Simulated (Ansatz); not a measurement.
**Dielectric-response calculation of SrBr₂ (P6_3/mmc, 6 atoms in the cell) at several settings**

```yaml
crystal:
  lattice:
    - [3.84512, 0.00000, 0.00000]
    - [-1.92256, 3.32997, 0.00000]
    - [0.00000, 0.00000, 14.95595]
  atoms:
    - { symbol: Sr, position: [0.33333, 0.66667, 0.25000] }
    - { symbol: Sr, position: [0.66667, 0.33333, 0.75000] }
    - { symbol: Br, position: [0.33333, 0.66667, 0.62750] }
    - { symbol: Br, position: [0.66667, 0.33333, 0.12750] }
    - { symbol: Br, position: [0.66667, 0.33333, 0.37250] }
    - { symbol: Br, position: [0.33333, 0.66667, 0.87250] }
```

Base: Ansatz (a quantum-chemistry and plane-wave program) with PBE. Its settings: kpoints.mp_grid.grid = 7 7 2; hamiltonian.xc = pbe; hamiltonian.pseudopotentials = {kind: paw} (the program's default PAW files); scf.occupations.method = methfessel_paxton; scf.occupations.width = 0.1 eV. Starting volume 31.92 Å³ per atom.

Each line gives the change from the base single point and the result:

- scf.occupations.method: methfessel_paxton → fixed; scf.occupations.width: 0.1 eV → default; dielectric: default → true: ε∞ at this k-point mesh, which may be far from converged in small-gap cells (xx, yy, zz) 3.29, 3.29, 2.92; Born charges at this mesh (mean of the diagonal, e) Sr 1.95, Sr 1.95, Br -0.98, Br -0.98, Br -0.98, Br -0.98.
- kpoints.mp_grid.grid: 7 7 2 → 11 11 3; scf.occupations.method: methfessel_paxton → fixed; scf.occupations.width: 0.1 eV → default; dielectric: default → true: ε∞ at this k-point mesh, which may be far from converged in small-gap cells (xx, yy, zz) 3.29, 3.29, 2.92; Born charges at this mesh (mean of the diagonal, e) Sr 1.95, Sr 1.95, Br -0.98, Br -0.98, Br -0.98, Br -0.98.
- kpoints.mp_grid.grid: 7 7 2 → 6 6 2; scf.occupations.method: methfessel_paxton → fixed; scf.occupations.width: 0.1 eV → default; dielectric: default → true: ε∞ at this k-point mesh, which may be far from converged in small-gap cells (xx, yy, zz) 3.29, 3.29, 2.92; Born charges at this mesh (mean of the diagonal, e) Sr 1.95, Sr 1.95, Br -0.98, Br -0.98, Br -0.98, Br -0.98.

The starting cell was generated: these elements placed on a structure prototype, without a prior relaxation; it need not be a known phase or ordering of this composition. In the base run, with a pressure of about 9 GPa the cell is away from its equilibrium volume at this level.

Frequencies and response belong to this unrelaxed cell.

Keys are those of Ansatz 0.2.
